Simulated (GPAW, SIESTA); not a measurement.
A GPAW input for a self-consistent single point of CuNi3N (Pm-3m, 5 atoms in the cell) (DFT LDA (Perdew-Wang 92), plane waves, GPAW PAW datasets LDA (gpaw-data 1.0.1)):

```python
from ase import Atoms
from ase.units import GPa
from gpaw import GPAW

atoms = Atoms(['Cu', 'Ni', 'Ni', 'Ni', 'N'],
              cell=[[3.628087, 0.000000, 0.000000],
                    [0.000000, 3.628087, 0.000000],
                    [0.000000, 0.000000, 3.628087]],
              positions=[[0.000000, 0.000000, 0.000000],
                         [0.000000, 1.814043, 1.814043],
                         [1.814043, 0.000000, 1.814043],
                         [1.814043, 1.814043, 0.000000],
                         [1.814043, 1.814043, 1.814043]],
              pbc=True)

atoms.set_initial_magnetic_moments([0.0, 2.0, 2.0, 2.0, 0.0])

calc = GPAW(spinpol=True,
            mode={'name': 'pw', 'ecut': 900},
            xc='LDA',
            kpts=(9, 9, 9),
            occupations={'name': 'fermi-dirac', 'width': 0.1},
            nbands=-11,
            symmetry={'symmorphic': False, 'tolerance': 0.0005},
            maxiter=100)

atoms.calc = calc

energy = atoms.get_potential_energy()
print('Energy (eV):', round(energy, 6))
forces = atoms.get_forces()
print('Forces (eV/Ang):')
print(forces.round(5))
stress = atoms.get_stress()
print('Stress (GPa, Voigt):', (stress / GPa).round(4))
```

Task: Give the SIESTA input for the same structure, mesh, smearing and functional.

Result: This is the input that was run; spellings and numerical settings could be chosen otherwise.

```
# files in the folder: Cu.psml Ni.psml N.psml (PseudoDojo LDA standard)
SystemName  CuNi3N
SystemLabel CuNi3N

NumberOfAtoms                5
NumberOfSpecies              3
%block ChemicalSpeciesLabel
  1 29 Cu
  2 28 Ni
  3 7 N
%endblock ChemicalSpeciesLabel
LatticeConstant              3.628087 Ang
%block LatticeVectors
     1.000000000    0.000000000    0.000000000
     0.000000000    1.000000000    0.000000000
     0.000000000    0.000000000    1.000000000
%endblock LatticeVectors
AtomicCoordinatesFormat      Ang
%block AtomicCoordinatesAndAtomicSpecies
     0.000000000    0.000000000    0.000000000  1
     0.000000000    1.814043500    1.814043500  2
     1.814043500    0.000000000    1.814043500  2
     1.814043500    1.814043500    0.000000000  2
     1.814043500    1.814043500    1.814043500  3
%endblock AtomicCoordinatesAndAtomicSpecies

XC.functional                LDA
XC.authors                   PW92
PAO.BasisSize                DZP
PAO.EnergyShift              0.01 Ry
MeshCutoff                   400 Ry
%block kgrid.MonkhorstPack
    9   0   0  0.0
    0   9   0  0.0
    0   0   9  0.0
%endblock kgrid.MonkhorstPack
OccupationFunction           FD
ElectronicTemperature        0.1 eV
Spin                         polarized
%block DM.InitSpin
  1 +0.00
  2 +2.00
  3 +2.00
  4 +2.00
  5 +0.00
%endblock DM.InitSpin

MaxSCFIterations             150
SCF.Mixer.Method             Broyden
SCF.Mixer.Weight             0.1
SCF.Mixer.History            8
SCF.DM.Tolerance             1.0E-05
Diag.ParallelOverK           true
WriteForces                  true
Charge.Mulliken              end
```

Basis settings and potentials, where a program has them, do not carry over. This input uses DFT, LDA PW92, numerical atomic orbitals DZP, PseudoDojo LDA standard norm-conserving potentials (rewritten from UPF to PSML). LDA parametrisations can differ slightly between programs. Both were run: size of the net moment 0.00 μB/atom in GPAW and 0.00 in SIESTA.

On SIESTA: the starting cell comes from a database of computed structures (which also holds hypothetical and non-ambient phases and stackings), without a prior relaxation at this level. For this run, on top of that: lattice scaled by 0.98. The starting moments vanished: the run ended non-magnetic, which need not be the lowest state. Values carry the incompleteness of an atom-centred basis. With a pressure of about 7 GPa the cell is away from its equilibrium volume at this level.

On GPAW: the starting cell comes from a database of computed structures (which also holds hypothetical and non-ambient phases and stackings), without a prior relaxation at this level. For this run, on top of that: lattice scaled by 0.98. The starting moments vanished: the run ended non-magnetic, which need not be the lowest state.
